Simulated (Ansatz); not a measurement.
SiO₂ (Pbcn, No. 60; cell taken from a computed entry), treated with LDA in Ansatz (plane waves, PAW).

Run with plane-wave cutoff 520 eV, 8×8×8 k mesh, perturbation theory, scalar-relativistic PAW data made under PBE.

Cell (relaxed at this level):

```
CELL_PARAMETERS angstrom
      4.04683     0.00000     0.00000
      0.00000     4.99940     0.00000
      0.00000     0.00000     4.46241
ATOMIC_POSITIONS crystal
  Si 0.50000 0.34771 0.75000
  Si 0.50000 0.65229 0.25000
  Si 0.00000 0.15229 0.25000
  Si 0.00000 0.84771 0.75000
  O  0.26822 0.61715 0.58040
  O  0.73178 0.38285 0.41960
  O  0.23178 0.88285 0.08040
  O  0.76822 0.11715 0.91960
  O  0.76822 0.88285 0.41960
  O  0.23178 0.11715 0.58040
  O  0.73178 0.61715 0.91960
  O  0.26822 0.38285 0.08040
```

Estimate the high-frequency dielectric constant (mean over three axes) and static dielectric constant (mean over three axes) that the calculation returns.


- high-frequency dielectric constant (mean over three axes): 3.50
- static dielectric constant (mean over three axes): 10.7

Note: the relaxation could not lower the start's symmetry, so the cell can be a saddle point above a distorted one.

It cost roughly 50 core-minutes of CPU time.

Ansatz is a quantum-chemistry and plane-wave program.
